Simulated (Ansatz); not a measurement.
Worked calculations on one periodic cell of amorphous In12Zn12O30: In12Zn12O30, 54 atoms, volume 724.6 Å³, made by a melt-quench on the CHGNet potential and relaxed with DFT. O atoms were pushed apart under 1.9 Å during the dynamics, to hinder bonds among them. It is a model cell: composition and starting density were chosen by hand, and all elements were melted together. The numbers are results of PBE, scalar-relativistic without spin-orbit coupling (plane waves to 420 eV, PAW; Ansatz, a program for electronic structure), not measurements. Sampling: a 2×2×2 Γ-centred mesh; Fermi-Dirac width 0.02 eV; no spin polarisation. Its volume was held where the quench left it, its shape was held as a cube, and it stands at a mean pressure of 0.7 GPa with stress components up to 3.0 GPa; the relaxation ran on the zone centre alone. Its density went from a set 6.05 to 6.05 g/cm³. The cell is small and was quenched far faster than a real film, so it is one sample of the glass.

### Question
Count formal charges (In +3, Zn +2, O -2). What does the count lead one to expect at the Fermi level, and what does the calculation give?

### Answer
12 × (+3) + 12 × (+2) + 30 × (-2) = 0. The charges balance, so the anion-derived valence states can be full and a gap can open. On this mesh the highest filled and lowest empty level lie 0.47 eV apart, the PBE gap of this cell.

The cell was scaled and its atoms relaxed again at each volume (the zone centre alone): 702.9 Å³, 3.28 GPa; 724.6 Å³, 0.52 GPa; 768.1 Å³, -4.18 GPa.

### Question
Estimate the bulk modulus over this range from B = −dP/d ln V.

### Answer
Between the ends: −(-4.18 − 3.28) / ln(768.1/702.9) = 84 GPa, a mean over the range at 0 K with the atoms relaxed.
